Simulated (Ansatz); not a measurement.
Consider the following.

End structure of a constructed model of the (111)A surface of 3C silicon carbide, Si-terminated, 2x2 Si adatom at H3 (bottom of the slab: 4 H on 4 bottom sites):

```xyz
37
Lattice="6.1943 0.0000 0.0000 -3.0971 5.3644 0.0000 0.0000 0.0000 27.0000" Properties=species:S:1:pos:R:3 pbc="T T T"
C      0.0000     0.0000     9.2166
C      3.0971     0.0000     9.2166
C     -1.5486     2.6822     9.2166
C      1.5486     2.6822     9.2166
Si     1.5486     0.8941     9.8488
Si     4.6457     0.8941     9.8488
Si     0.0000     3.5763     9.8488
Si     3.0971     3.5763     9.8488
C      1.5489     0.8939    11.7365
C      4.6454     0.8939    11.7365
C      0.0000     3.5766    11.7365
C      3.0971     3.5763    11.7596
Si     0.0000     1.7881    12.3579
Si     3.0971     1.7753    12.3794
Si    -1.5375     4.4767    12.3794
Si     1.5375     4.4767    12.3794
C      0.0000     1.7881    14.2521
C      3.0971     1.7660    14.2785
C     -1.5294     4.4814    14.2785
C      1.5294     4.4814    14.2785
Si     0.0000    -0.0034    14.8667
Si     3.0971     0.0000    15.0123
Si    -1.5515     2.6839    14.8667
Si     1.5515     2.6839    14.8667
C      0.0000     0.0013    16.7527
C      3.0971     0.0000    17.0359
C     -1.5474     2.6815    16.7527
C      1.5474     2.6815    16.7527
Si     1.4625     0.9437    17.5435
Si     4.7317     0.9437    17.5435
Si     0.0000     3.4769    17.5435
Si     3.0971     3.5763    17.0084
H      0.0000    -0.0033     8.1135
H      3.0971     0.0000     8.1135
H     -1.5514     2.6838     8.1135
H      1.5514     2.6838     8.1135
Si     0.0000     1.7881    19.3431
```

Model: 37-atom slab, 10.8 Å thick at the start with caps and adatoms (thin: gaps and levels are the slab's own), 3x3x1 mesh, Fermi-Dirac 0.025 eV, dipole correction, single point; on the structure that PBE left under its start's symmetry; no spin, no spin-orbit, no U. In PBE it is, or lies within 0.01 eV a 1x1 cell of, the lowest of the 3 structures of its composition computed so far; subsurface sites and larger cells were not tried.

Question: Give the gap of the slab on its k-mesh at the level HSE06, at the PBE geometry (Ansatz, an electronic-structure program).

Answer: 1.24 eV

Question: Estimate the highest filled level below the top vacuum level that HSE06, at the PBE geometry returns for this input.

Answer: 5.77 eV
